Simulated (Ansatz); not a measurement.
Take Ru in the hcp (Mg type) structure (space group P6_3/mmc, No. 194; a = 2.7045 Å, c = 4.2601 Å) as the base. Axes: x lies along a and z along c of the hexagonal cell.

All numbers come from DFT with r2SCAN, PAW potentials and a 500 eV plane-wave cutoff in Ansatz (a program for electronic structure), no SOC.

Before the change:

```
Property            Value
---------------  --------
Pressure          0.0 GPa
Volume per atom  13.49 Å³
Band gap             zero
```

It is then changed as follows: biaxial strain −2.48 %, plane normal [001], relaxed out of plane (Cartesian); in-plane vectors clamped, the third vector and the atoms free.

Task: Predict the new pressure.

Result: The pressure (mean of the normal stresses, compression positive) goes from zero to 13.5 GPa.

Task: How does this affect the volume per atom?

Result: The volume per atom decreases by 0.486 Å³ (13.49 Å³ → 13.01 Å³).

Task: What happens to the band gap?

Result: The band gap stays zero.

Stability against distortions was not tested. The final runs are not spin-polarised.
